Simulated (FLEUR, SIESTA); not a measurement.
A FLEUR input for a self-consistent single point of MgB2 (P6/mmm, 3 atoms in the cell) (DFT, PBE, all-electron FLAPW (FLEUR), scalar-relativistic valence):

Input of the input generator:

```
scf MgB2
&input film=f /
2.9372729793 -0.0000002452 0.0000000000
-1.4686362773 2.5437531405 0.0000000000
0.0000000000 0.0000000000 3.3766130000
1.8897261246
1.0 1.0 1.0

3
12 0.0000000000 0.0000000000 -0.0000000000
5 0.6666666667 0.3333333333 0.5000000000
5 0.3333333333 0.6666666667 0.5000000000

&comp jspins=1 /
&kpt div1=13 div2=13 div3=10 gamma=t /
&end /
```

```xml
<?xml version="1.0" encoding="UTF-8" standalone="no"?>
<fleurInput fleurInputVersion="0.39">
   <comment>
      scf MgB2                                                                                            
   </comment>
   <calculationSetup>
      <cutoffs Kmax="4.0" Gmax="12.0" GmaxXC="12.0" numbands="0"/>
      <scfLoop itmax="80" minDistance="0.00001" maxIterBroyd="25" imix="Anderson" alpha="0.05" precondParam="0.0" spinf="2.0"/>
      <coreElectrons ctail="T" frcor="F" kcrel="0" coretail_lmax="0"/>
      <xcFunctional name="pbe" relativisticCorrections="F"/>
      <magnetism jspins="1"/>
      <soc l_soc="F" theta="0.0" phi="0.0" spav="F"/>
      <expertModes spex="0" secvar="F"/>
      <geometryOptimization l_f="T" forcealpha="1.0" forcemix="BFGS" epsdisp="0.00001" epsforce="0.00001"/>
      <ldaU l_linMix="F" mixParam="0.05" spinf="1.0"/>
   </calculationSetup>
   <cell>
      <bzIntegration valenceElectrons="16.0" mode="hist" fermiSmearingEnergy="0.00367493">
         <kPointListSelection listName="default-1"/>
         <!-- k-points included here -->
         <xi:include xmlns:xi="http://www.w3.org/2001/XInclude" href="kpts.xml"> </xi:include>
      </bzIntegration>
      <!-- symmetry operations included here -->
      <xi:include xmlns:xi="http://www.w3.org/2001/XInclude" href="sym.xml"> </xi:include>
      <bulkLattice scale="1.0">
         <bravaisMatrix>
            <row-1>    5.5506414840648848    -0.0000004633608458     0.0000000000000000</row-1>
            <row-2>   -2.7753203407490994     4.8069967641361435     0.0000000000000000</row-2>
            <row-3>    0.0000000000000000     0.0000000000000000     6.3808737987639788</row-3>
         </bravaisMatrix>
      </bulkLattice>
   </cell>
   <atomSpecies>
      <species name="Magnesium (Mg)" element="Mg" atomicNumber="12">
         <mtSphere radius="2.68" gridPoints="925" logIncrement="0.013"/>
         <atomicCutoffs lmax="10" lnonsphr="8"/>
         <electronConfig flipSpins="F">
            <coreConfig>(1s1/2)</coreConfig>
            <valenceConfig>(2s1/2) (2p1/2) (2p3/2) (3s1/2)</valenceConfig>
         </electronConfig>
         <energyParameters s="3" p="3" d="3" f="4"/>
         <lo type="SCLO" l="0" n="2" eDeriv="0"/>
         <lo type="SCLO" l="1" n="2" eDeriv="0"/>
      </species>
      <species name="Boron (B)" element="B" atomicNumber="5">
         <mtSphere radius="1.52" gridPoints="527" logIncrement="0.019"/>
         <atomicCutoffs lmax="6" lnonsphr="4"/>
         <electronConfig flipSpins="F">
            <coreConfig>(1s1/2)</coreConfig>
            <valenceConfig>(2s1/2) (2p1/2) (2p3/2)</valenceConfig>
            <stateOccupation state="(2p1/2)" spinUp="0.1666666666667" spinDown="0.1666666666667"/>
            <stateOccupation state="(2p3/2)" spinUp="0.3333333333333" spinDown="0.3333333333333"/>
         </electronConfig>
         <energyParameters s="2" p="2" d="3" f="4"/>
      </species>
   </atomSpecies>
   <atomGroups>
      <atomGroup species="Magnesium (Mg)">
         <relPos label="                   1">.0000000000 .0000000000 .0000000000</relPos>
         <force calculate="T" relaxXYZ="TTT"/>
      </atomGroup>
      <atomGroup species="Boron (B)">
         <relPos label="                   2">-1.000/3.000 1.000/3.000 1.000/2.000</relPos>
         <relPos label="                   3">1.000/3.000 -1.000/3.000 1.000/2.000</relPos>
         <force calculate="T" relaxXYZ="TTT"/>
      </atomGroup>
   </atomGroups>
   <output dos="F" band="F" slice="F">
      <checks vchk="F" cdinf="F"/>
      <bandDOS minEnergy="-.5*Htr" maxEnergy="0.5*Htr" sigma="0.015" storeEVData="T"/>
      <vacuumDOS vacdos="F" integ="F" star="F" nstars="0" locx1="0.0" locy1="0.0" locx2="0.0" locy2="0.0" nstm="0" tworkf="0.0"/>
      <unfoldingBand unfoldBand="F" supercellX="1" supercellY="1" supercellZ="1"/>
      <plotting iplot="0" polar="F">
         <plot TwoD="T" vec1="  1.0  0.0  0.0" vec2="  0.0  1.0  0.0" vec3="  0.0  0.0  1.0" zero="  0.0  0.0  0.0" file="plot"/>
      </plotting>
      <chargeDensitySlicing numkpt="0" minEigenval="0.0" maxEigenval="0.0" nnne="0" pallst="F"/>
      <specialOutput eonly="F"/>
      <magneticCircularDichroism mcd="F" energyLo="-10.0" energyUp="0.0"/>
   </output>
  <!-- We include the file relax.xml here to enable relaxations (see documentation) -->
  <xi:include xmlns:xi="http://www.w3.org/2001/XInclude" href="relax.xml"> <xi:fallback/> </xi:include>
</fleurInput>
```

### Question
Write the same calculation as an input for SIESTA.

### Answer
This is the input that was run; spellings and numerical settings could be chosen otherwise.

```
# files in the folder: Mg.psml B.psml (PseudoDojo PBE standard)
SystemName  MgB2
SystemLabel MgB2

NumberOfAtoms                3
NumberOfSpecies              2
%block ChemicalSpeciesLabel
  1 12 Mg
  2 5 B
%endblock ChemicalSpeciesLabel
LatticeConstant              1.0 Ang
%block LatticeVectors
     2.937273000    0.000000000    0.000000000
    -1.468636000    2.543753000    0.000000000
     0.000000000    0.000000000    3.376613000
%endblock LatticeVectors
AtomicCoordinatesFormat      Ang
%block AtomicCoordinatesAndAtomicSpecies
     0.000000000    0.000000000    0.000000000  1
     1.468638135    0.847916819    1.688306500  2
    -0.000001135    1.695836181    1.688306500  2
%endblock AtomicCoordinatesAndAtomicSpecies

XC.functional                GGA
XC.authors                   PBE
PAO.BasisSize                DZP
PAO.EnergyShift              0.01 Ry
MeshCutoff                   300 Ry
%block kgrid.MonkhorstPack
   13   0   0  0.0
    0  13   0  0.0
    0   0  10  0.0
%endblock kgrid.MonkhorstPack
OccupationFunction           FD
ElectronicTemperature        1160.45 K

MaxSCFIterations             150
SCF.Mixer.Method             Pulay
SCF.Mixer.Weight             0.2
SCF.Mixer.History            6
SCF.DM.Tolerance             1.0E-05
Diag.ParallelOverK           true
WriteForces                  true
```

Basis settings and potentials, where a program has them, do not carry over. This input uses DFT, GGA PBE, numerical atomic orbitals DZP, PseudoDojo PBE standard norm-conserving potentials (rewritten from UPF to PSML).

The starting cell comes from a database of computed structures (which also holds hypothetical and non-ambient phases and stackings), without a prior relaxation at this level. Its lattice was rescaled by a random factor within 2.5 % of one. For this run, on top of that: lattice scaled by 0.98.
